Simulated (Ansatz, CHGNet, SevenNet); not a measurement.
# AlB2-type ZrB₂: properties by level of theory

Reference values: lattice constant a 3.17 Å (measured, room temperature, not corrected to a static lattice; as tabulated in Zhang et al. (2020), arXiv:1911.03307); lattice parameter c 3.532 Å (measured, room temperature, no zero-point or thermal correction; as tabulated in Zhang et al. (2020), arXiv:1911.03307).

```
level (code)      lattice parameter a (Å)  lattice parameter c (Å)
----------------  -----------------------  -----------------------
CHGNet-r²SCAN                       3.167                    3.553
SevenNet-0                            ___                    3.545
PBE (Ansatz)                        3.171                    3.542
r²SCAN (Ansatz)                     3.168                    3.551
r²SCAN0 (Ansatz)                    3.158                    3.532
```

Question: What belongs in the gaps?

Answer: 
- SevenNet-0, lattice parameter a (Å): 3.181

Differences from the reference values (errors of the level alone only where the reference is corrected to a static lattice):

```
level          lattice constant a (%)  lattice parameter c (%)
-------------  ----------------------  -----------------------
CHGNet-r²SCAN                   -0.09                    +0.59
SevenNet-0                      +0.35                    +0.37
PBE                             +0.03                    +0.28
r²SCAN                          -0.06                    +0.54
r²SCAN0                         -0.38                     0.00
```

Nearest: lattice constant a, not ranked (reference at room or unstated temperature); lattice parameter c, not ranked (reference at room or unstated temperature).

Machine-learned potentials (CHGNet-r²SCAN, SevenNet-0) are trained on DFT data: a solid inside that data is no test of them.

Ansatz's density-functional and Hartree–Fock values are scalar-relativistic unless marked +SOC, with PAW data made under PBE.

Differences are worked out from the printed values.

Computed values are for the static lattice.

Ansatz is a program for electronic structure.
